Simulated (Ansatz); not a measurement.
The reference is HfO2 in the CdI2 type structure (space group P-3m1, No. 164; a = 3.208 Å, c = 4.515 Å; a hypothetical phase, not in the database extracts checked; layered, stacked along the Cartesian z axis).

Perturbation: a hydrostatic pressure of 4.2 GPa.

Levels (all Ansatz, a program for electronic structure, PAW): PBEsol-D3(BJ) (420 eV, no spin-orbit coupling); r2SCAN (500 eV, without spin-orbit coupling); HSE06 (420 eV, spin-orbit coupling left out).

At the geometry relaxed with PBEsol-D3(BJ), these levels gave the following band gaps, in shuffled order: (a) 4.01 eV, (b) 4.57 eV, (c) 5.69 eV.

**Question.** Match each gap to its level.

**Answer.** (a) PBEsol-D3(BJ); (b) r2SCAN; (c) HSE06.

Single points use the geometry relaxed with PBEsol-D3(BJ). HSE06 was sampled on its mesh, a few special points and the semilocal edge points, so its gap is an upper bound. With Hf present, leaving out spin-orbit coupling can change the band edges. Load acts through the strain it causes; cell and atoms are relaxed under it. Stability against distortions was not tested.
